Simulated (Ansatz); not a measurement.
Consider CdSe in the zinc blende structure (space group F-43m, No. 216; a = 6.0075 Å). Axes: x, y, z lie along the cube axes.

Calculations: Ansatz (a program for electronic structure) LDA, no spin-orbit coupling.

For the base:

```
Property    Result
--------  --------
Pressure  0.00 GPa
```

One thing is altered: tensile biaxial strain of 2.08 % in the plane normal to [111], as in epitaxy on a mismatched substrate; the out-of-plane cell vector and the atoms relax.

Task: What happens to the pressure?

Result: The pressure (mean of the normal stresses, compression positive) goes from zero to -1.26 GPa.

Task: What happens to the energy relative to the base?

Result: The energy goes up by 6.7 meV/atom.

Task: Predict the new ratio −ε⊥/ε∥.

Result: The ratio −ε⊥/ε∥ is 0.91.

Whether these cells are dynamically stable was not tested.
